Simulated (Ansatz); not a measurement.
Band structure of Lu (P6_3/mmc, 2 atoms in the cell).

```xyz
2
Lattice="1.7500 -3.0311 0.0000 1.7500 3.0311 0.0000 0.0000 0.0000 5.5500" Properties=species:S:1:pos:R:3 pbc="T T T"
Lu     1.7500     1.0104     1.3875
Lu     1.7500    -1.0104     4.1625
```

Method of the run: PBE (plane waves, PAW; Ansatz, a first-principles code).

Settings: kpoints.mp_grid.grid = 10 10 6; hamiltonian.xc = pbe; hamiltonian.pseudopotentials = {kind: paw} (the program's default PAW files); scf.occupations.method = gaussian; scf.occupations.width = 0.0147 Ry; kpoints.band_path.npoints = 8.

The starting cell has typed, rounded lattice constants, without a prior relaxation at this level. Spin-orbit coupling is off.

Levels in eV from the Fermi level, bands 21 to 28:
```csv
point,21,22,23,24,25,26,27,28
Γ,-4.88,-4.87,-4.86,-2.42,0.53,2.21,2.21,2.49
M,-4.88,-4.87,-2.32,-1.37,-0.83,-0.32,1.52,1.93
K,-4.89,-4.89,-0.95,-0.95,-0.61,-0.60,1.27,1.27
A,-4.86,-4.86,-4.38,-4.38,1.15,1.15,2.14,2.14
L,-4.89,-4.89,-2.07,-2.07,0.08,0.08,1.35,1.35
H,-4.89,-4.89,-0.56,-0.56,-0.44,-0.44,0.35,0.35
```

Bands cross the Fermi level along this path, so the cell is metallic at this level.

Keys are those of Ansatz 0.2.
